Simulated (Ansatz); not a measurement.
Consider MgTe in the wurtzite structure (space group P6_3mc, No. 186; a = 4.509 Å, c = 7.338 Å). Axes: x lies along a and z along c of the hexagonal cell.

Method: LDA, PAW, 420 eV (Ansatz, a quantum-chemistry and plane-wave program; scalar-relativistic without spin-orbit coupling).

Modification: uniaxial strain ε_xx = −0.60 %, all other strain components held at zero, atoms relaxed at fixed cell.

**Question.** Predict the stress tensor and what it implies for the stiffness.

**Answer.** Stress of the strained cell less that of the base (GPa, compression positive):
```
   0.33    0.00    0.00
   0.00    0.20    0.00
   0.00    0.00    0.17
```

Then −Δσ_ii/ε with ε = -0.0060 gives relaxed-ion elastic constants: C11 ≈ 56 GPa.

Whether these cells are dynamically stable was not tested.
